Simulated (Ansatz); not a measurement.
For LaSiO (model structure, started from the ZrSiS type, P4/nmm, No. 129, 6 atoms in the cell), LDA (PAW; Ansatz, a quantum-chemistry and plane-wave program) gives:

- lattice parameter a: 3.459 Å
- lattice parameter c: 8.516 Å
- bulk modulus B0: 120 GPa

### Question
What does r²SCAN (Ansatz, PAW) give for the same quantities?

### Answer

- lattice constant a: 3.515 Å (grows by 1.6 %)
- lattice parameter c: 8.664 Å (increases by 1.7 %)
- bulk modulus: 112 GPa (decreases by 6.7 %)

Changes are worked out from the printed values.

Unless a cell is named, each level is at its own relaxed cell (LDA 16.98, r²SCAN 17.84 Å³/atom).

Caveats: the bulk modulus is −V dP/dV from two relaxed cells at ±2 % in volume (LDA, r²SCAN). Ansatz's density-functional and Hartree–Fock values are scalar-relativistic unless marked +SOC, with PAW data made under PBE.

A model structure was made by putting elements into a prototype or built by hand; it is no filed structure, need not be a known phase, and can be a saddle point held by its symmetry.
